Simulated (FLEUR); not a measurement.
Input and output of a self-consistent single point for Cs (Im-3m, 1 atom in the cell) (FLEUR).

Computed with FLEUR with PBE, all-electron FLAPW (FLEUR), scalar-relativistic valence.

The change in words: lattice scaled by 0.98. Reference geometry:
```
Cs
1.0
   -3.05549     3.05549     3.05549
    3.05549    -3.05549     3.05549
    3.05549     3.05549    -3.05549
Cs
1
Cartesian
  0.00000   0.00000   0.00000
```

Reference input (self-consistent single point, DFT, PBE, all-electron FLAPW (FLEUR), scalar-relativistic valence): Kmax = 3.8 1/bohr; GmaxXC = 15.2 1/bohr; xcFunctional = pbe; jspins = 1; l_soc = F; mode = hist; fermiSmearingEnergy = 0.00499791 Htr; mesh (inpgen div1-3) = 5 5 5; inpgen gamma flag = false; Gmax = 15.2 1/bohr; numbands = 0; maxIterBroyd = 15. This run's input differs from it in these lines:

```diff
@@ -6,3 +6,3 @@
 0.5773502692 0.5773502692 -0.5773502692
-10.0009293919
+9.8009101494
 1.0 1.0 1.0
@@ -42,5 +42,5 @@
          <bravaisMatrix>
-            <row-1>   -5.7740392766636575     5.7740392766636575     5.7740392766636575</row-1>
-            <row-2>    5.7740392766636575    -5.7740392766636575     5.7740392766636575</row-2>
-            <row-3>    5.7740392766636575     5.7740392766636575    -5.7740392766636575</row-3>
+            <row-1>   -5.6585581131611020     5.6585581131611020     5.6585581131611020</row-1>
+            <row-2>    5.6585581131611020    -5.6585581131611020     5.6585581131611020</row-2>
+            <row-3>    5.6585581131611020     5.6585581131611020    -5.6585581131611020</row-3>
          </bravaisMatrix>
```

Output, abridged:

```
 Iteration:     1   Distance:       1.68415581 me/bohr^3
 Iteration:     2   Distance:       1.58721960 me/bohr^3
 Iteration:     3   Distance:       0.37020110 me/bohr^3
 Iteration:     4   Distance:       0.18766355 me/bohr^3
 Iteration:     5   Distance:       0.07518608 me/bohr^3
   [... 2 lines left out ...]
 Iteration:     8   Distance:       0.00292476 me/bohr^3
 Iteration:     9   Distance:       0.00023268 me/bohr^3
 Iteration:    10   Distance:       0.00018238 me/bohr^3
 Iteration:    11   Distance:       0.00000984 me/bohr^3
 Run finished successfully
 Stop message:
   Structural relaxation: Done

[file out, last iteration]
             iter=     12
[...]
          total density-effective poten   -1.3084815475E+04
          total charge density-energy d   -1.9271228768E+02
 Updated energy parameters for spin:           1
[...]
 fermi energy and band-weighting factors:

[...]
FERMIE:
          first approx. to ef    (T=0)  :   0.095477 htr   (energy of the highest occ. eigenvalue)
          number of occ. states  (T=0)  :         46
          first approx. to seigv (T=0)  :  -3.262026 htr
          sum of weights of occ. states :   4.632000
          sum of semicore charge        :   0.000000 e
FERHIS:  Fermi-Energy by histogram:
          bandgap                     :   0.009872 htr
   [... lines left out ...]
          charge neutrality (T=0)     :   0.264000    (zero if the highest occ. eigenvalue is "entirely" occupied)
     EF_NEWTON:  Adjust Fermi-Energy by Newton-Method.
 Direct bandgap for spin            1 :    5.1391969584502192E-002  Htr
   [... lines left out ...]
 ---->    (input%tkb*entropy) TS=              0.0024229939 htr
 ---->    free energy=                     -7790.2938963972 htr
      extrapolation for T->0
 ---->    total electron energy=           -7790.2926849002 htr
 ***** TOTAL FORCES ON ATOMS *****
 TOTAL FORCE FOR ATOM TYPE=  1  X=  0.000   Y=  0.000   Z=  0.000
                       FX_TOT= 0.000000 FY_TOT= 0.000000 FZ_TOT= 0.000000
 Structural relaxation: Done
```

The run converged in 11 iterations. FLEUR gives forces in its relaxation mode, with a further iteration, so its stop message speaks of a relaxation. Against the reference run the free energy rises by 4.5 meV/atom.

The starting cell has typed, rounded lattice constants, without a prior relaxation at this level. Its lattice was rescaled by a random factor within 2.5 % of one. For this run, on top of that: lattice scaled by 0.98. Values depend on the basis (sphere radii, cutoffs, local orbitals), which need not be converged. The log's line on a gap gives a spacing of levels on this mesh, which the program prints for metals too.

Cost on one core of a shared machine: roughly 40 s.
